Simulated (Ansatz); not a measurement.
Levels about the gap of amorphous Si₂₄O₄₉Ca (74 atoms in a cell of 1156 Å³, 2.15 g/cm³; zone centre alone, so wide bands show as single levels with stretches between that a denser mesh fills), at the geometry that PBE relaxed, where it gives 0.0 GPa on a denser mesh. Exact exchange is cut at the faces of this small cell, which leaves a finite-size error. The participation number counts the atoms over which a state spreads; weights are charges in smoothed Voronoi cells. The levels come from a single point, so bond lengths are those of that geometry. Method of the levels: HSE06, scalar-relativistic without spin-orbit coupling (Ansatz, a quantum-chemistry and plane-wave program). Sampling: the zone centre alone; Fermi-Dirac width 0.02 eV; no spin polarisation. At PBE the levels at the filled edge of the gap are localised (band-tail or defect states), and the nearest spread-out levels lie 5.2 eV apart at the zone centre.

It comes from a melt-quench run on a machine-learned potential (CHGNet), relaxed afterwards by DFT. O atoms were pushed apart under 1.9 Å during the dynamics, to hinder bonds among them. The hot cell started wider than the set density and was brought back towards it in steps. It is the lowest in DFT energy of 2 quenches. It is a model cell: composition and starting density were chosen by hand, and all elements were melted together. No dispersion term was used. Its density started from a set value of 2.23 and ended at 2.15 g/cm³. Cooling (nominally 480 K/ps over its main leg) ran many orders faster than in experiment, which tends to leave more defects and strain. Values belong to this one cell and scatter from quench to quench. Volume and shape were free in the relaxation.

```json
[
 {"E - E(highest filled), eV": "-1.33", "filling": "filled", "participation number": "24.5", "largest on": "O, 2 neighbours", "weight O": "0.96", "weight Si": "0.04", "weight Ca": "0.00"},
 {"E - E(highest filled), eV": "-1.21", "filling": "filled", "participation number": "19.0", "largest on": "O, 2 neighbours", "weight O": "0.96", "weight Si": "0.04", "weight Ca": "0.00"},
 {"E - E(highest filled), eV": "-1.15", "filling": "filled", "participation number": "8.4", "largest on": "O, 2 neighbours", "weight O": "0.96", "weight Si": "0.04", "weight Ca": "0.00"},
 {"E - E(highest filled), eV": "-0.47", "filling": "filled", "participation number": "2.3", "largest on": "O, 2 neighbours", "weight O": "0.93", "weight Si": "0.04", "weight Ca": "0.03"},
 {"E - E(highest filled), eV": "-0.36", "filling": "filled", "participation number": "2.4", "largest on": "O, 2 neighbours", "weight O": "0.93", "weight Si": "0.04", "weight Ca": "0.03"},
 {"E - E(highest filled), eV": "-0.30", "filling": "filled", "participation number": "2.4", "largest on": "O, 2 neighbours", "weight O": "0.93", "weight Si": "0.04", "weight Ca": "0.03"},
 {"E - E(highest filled), eV": "0.00", "filling": "filled", "participation number": "2.4", "largest on": "O, 2 neighbours", "weight O": "0.95", "weight Si": "0.04", "weight Ca": "0.01"},
 {"E - E(highest filled), eV": "5.79", "filling": "empty", "participation number": "50.1", "largest on": "Ca, 4 neighbours", "weight O": "0.71", "weight Si": "0.22", "weight Ca": "0.06"},
 {"E - E(highest filled), eV": "7.13", "filling": "empty", "participation number": "13.8", "largest on": "Ca, 4 neighbours", "weight O": "0.62", "weight Si": "0.15", "weight Ca": "0.22"},
 {"E - E(highest filled), eV": "7.31", "filling": "empty", "participation number": "27.4", "largest on": "Ca, 4 neighbours", "weight O": "0.62", "weight Si": "0.30", "weight Ca": "0.08"},
 {"E - E(highest filled), eV": "7.72", "filling": "empty", "participation number": "32.8", "largest on": "Si, 4 neighbours", "weight O": "0.68", "weight Si": "0.30", "weight Ca": "0.02"},
 {"E - E(highest filled), eV": "7.80", "filling": "empty", "participation number": "35.8", "largest on": "O, 2 neighbours", "weight O": "0.70", "weight Si": "0.25", "weight Ca": "0.05"},
 {"E - E(highest filled), eV": "7.88", "filling": "empty", "participation number": "35.1", "largest on": "Si, 4 neighbours", "weight O": "0.62", "weight Si": "0.31", "weight Ca": "0.06"},
 {"E - E(highest filled), eV": "7.95", "filling": "empty", "participation number": "35.7", "largest on": "Ca, 4 neighbours", "weight O": "0.72", "weight Si": "0.19", "weight Ca": "0.09"}
]
```

Most localised among these is the filled level at -0.47 eV, on a O atom, which has 2 neighbours (Si 1.58 Å, Ca 2.10 Å).
